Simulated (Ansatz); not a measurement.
## Defect calculation: Zn_Al in fcc Al

Computed with PBE, PAW (plane waves to 420 eV; Ansatz, an electronic-structure program). Cell and caveats: 108-site cell; 4×4×4 shifted k-points; start: the Al site; not converged in cell size; the relaxation kept the symmetry of the starting site.

Neighbours after relaxation, in Å: of the Zn atom: Al 2.85, Al 2.85, Al 2.85, Al 2.85, Al 2.85, Al 2.85, Al 2.85, Al 2.85 (the shell may go on).

Formation energies E_f are those of the neutral cell. Chemical conditions: host crystal and elements as references (Δμ(Al) = 0.00 eV, Δμ(Zn) = 0.00 eV; Zn taken from its element, since no compound that bounds it was computed at this level; only phases computed here count, gases as isolated molecules at 0 K). Reference phases: Al: fcc Al, Zn: hcp Zn.

```
charge         moment (μB)  point group  largest move off a lattice site (Å)  E_f, host crystal and elements as references (eV)
------  ------------------  -----------  -----------------------------------  -------------------------------------------------
0       not spin-polarised           Oh                                 0.01                                               0.08
```

Point groups are those of the whole cell at tolerances of 0.03 and 0.1 Å ("near" where only the looser one holds); none is given for unsettled states.

All states together cost roughly 10 core-minutes.
